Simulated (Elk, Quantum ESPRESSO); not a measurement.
## Equation of state of hcp Mg (space group 194): energy against volume (Elk, LDA)

```xyz
2
Lattice="3.0852 0.0000 0.0000 -1.5426 2.6718 0.0000 0.0000 0.0000 5.0074" Properties=species:S:1:pos:R:3 pbc="T T T"
Mg     1.5426     0.8906     3.7555
Mg     0.0000     1.7812     1.2518
```

Method of the run: LDA (PW92), all-electron FP-LAPW, Elk's shipped species files, APW+lo basis with extra local orbitals run with Elk. Settings: rgkmax = 8.55; swidth = 0.00183747 Ha; ngridk = 21 21 12; tforce = true; gmaxvr = 18 1/bohr; lmaxapw = 10; lmaxo = 8; nxlo = 2; lorbcnd = true; lradstp = 2; nrmtscf = 2; lmaxi = 4; maxscl = 100; sphere radii = {Mg: 2.2} bohr. The cell above is the first row's. The rows scale it uniformly. In all rows fractional positions and the k mesh are held. E is the free energy at the stated smearing, counted from the lowest row.

```csv
V (Å^3/atom),E (meV/atom)
20.638,5.59
21.086,1.49
21.535,0.00
21.984,0.86
22.432,3.85
22.881,8.74
23.330,15.34
23.778,?
```

Question: Using the third-order Birch-Murnaghan form, a cubic in V^(-2/3), estimate the missing E at V = 23.778 from the other rows, showing the fit.

Answer: With u = V^(-2/3) - 0.128, the rows have u = 0.004909, 0.003020, 0.001192, -0.000573, -0.002275, -0.003925, -0.005522. Least squares gives E = 0.337 - 717.7·u + 363240·u² + 206080·u³. Residuals (row less fit): -0.002, 0.002, 0.002, -0.007, 0.003, 0.003, -0.002; standard error 0.005 (degrees of freedom: 3). Its minimum lies at u = 0.000987, so V0 = (0.128987)^(-3/2) = 21.59. There d²E/du² = 727700 and d³E/du³ = 1236000, so B0 = (4/9) × 21.59^(-7/3) × 727700 × 0.160218 = 39.9 GPa (the last factor turns the table's units into GPa), and B0' = 4 + (2/3) × 0.128987 × (1236000)/727700 = 4.1. At the withheld row, u = -0.007066, so E = 0.337 - 717.7 × (-0.007066) + 363240 × (-0.007066)² + 206080 × (-0.007066)³ = 23.472 meV/atom. The calculation gives 23.49 meV/atom, 0.018 meV/atom above the prediction (0.1 % of the range of E in the table). The row lies outside the fitted rows, so this is an extrapolation. From the scatter of the fitted rows alone, a prediction at this place has a standard error of 0.015 meV/atom, so the miss is 1.2 times that.

Carrying the step between the two nearest rows on in a straight line would have given 21.93, off by 1.56; series whose last step already gives the withheld value aren't shown. The scan was laid around a cell of about the measured size, scaled by a guess for this functional; axis ratios and inner coordinates come from that cell. The runs keep the symmetry of the cell, so they don't test it for distortions. A plane-wave scan with the same functional (Quantum ESPRESSO, GBRV) gives V0 = 21.62 Å^3/atom and B0 = 39.8 GPa; a Birch-Murnaghan fit to all rows here lies -0.1 % from it in V0 and 0 % in B0; the two differ in basis, and may differ in potentials and mesh. Values depend on the basis (sphere radii, cutoffs, local orbitals), which need not be converged. The shape of the cell and the inner coordinates aren't relaxed, so V0 and B0 belong to this uniform scaling; a relaxed crystal lies no higher in energy and is usually softer. Sphere radii are the same in all rows. 1 of the planned runs didn't end soundly and are left out. Cutoffs and mesh are single choices, not tested for convergence of this quantity. Series with a scatter that would blur these digits, or in which a gap closes, are not shown. Nor are scans whose minimum lies at an end fitted in this form.
